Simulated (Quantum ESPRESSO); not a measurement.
Quantum ESPRESSO 7.5, DFT, PBE, plane waves, SSSP 1.1.2 efficiency PBE: rock-salt TiC, 2 atoms. Basis and mesh were picked for this test and aren't claimed converged.

```json
{
  "cell": "3.06, 3.06, 3.06 Å; 60, 60, 60°",
  "task": "scf",
  "k mesh": "16×16×16",
  "ecutwfc": "45 Ry",
  "ecutrho": "360 Ry",
  "occupations": "smearing",
  "smearing": "mv",
  "degauss": "0.02 Ry",
  "conv_thr": "2e-09 Ry",
  "tprnfor": "true",
  "tstress": "false",
  "k-point pools (-nk)": "4",
  "diagonalization": "david (default)",
  "k-points computed": "145",
  "bands": "12",
  "electrons": "16",
  "G-vectors of the density": "15665",
  "FFT grid": "36×36×36",
  "symmetry_operations": "48"
}
```

Settings of this run: mixing_mode = local-TF, mixing_beta = 0.1, mixing_ndim = 8; 4 ranks.

```tsv
SCF iteration	band solver's avg # of iterations (first pass)	estimated scf accuracy (Ry)
1	2.9	1.10194107
2	1.0	0.81744830
3	2.2	0.02576261
4	2.6	0.01981852
5	1.0	0.01939083
6	1.6	0.00430520
7	3.3	0.00474965
8	1.0	0.00198430
9	1.1	0.00106668
10	1.2	0.00065700
11	1.1	0.00061097
12	1.5	0.00011800
13	2.3	0.00004433
14	3.2	0.00000511
15	1.5	0.00000476
16	1.2	0.00001147
17	2.0	0.00000935
18	1.0	0.00000588
19	3.1	0.00000375
20	2.0	0.00000030
21	1.6	0.00000035
22	1.0	0.00000015
23	2.8	0.00000002
24	2.2	2.9E-09
25	2.6	3.6E-09
26	2.0	2.0E-10
```

It converged after 26 SCF iterations.

### Question
Which change of one setting makes this cycle converge in far fewer steps?

### Answer
Several could match; the one computed here: mixing_beta = 0.7 (10 SCF iterations) or mixing_beta = 0.4 (12 SCF iterations), all else kept; the first takes 3.0 s against 5.3 s on an otherwise empty node (AMD EPYC (Zen 5)). The other changes of this size gave: mixing_mode = TF (15); mixing_beta = 0.2 (15); mixing_mode = plain (17). The first change moves the result by: energy equal as printed.
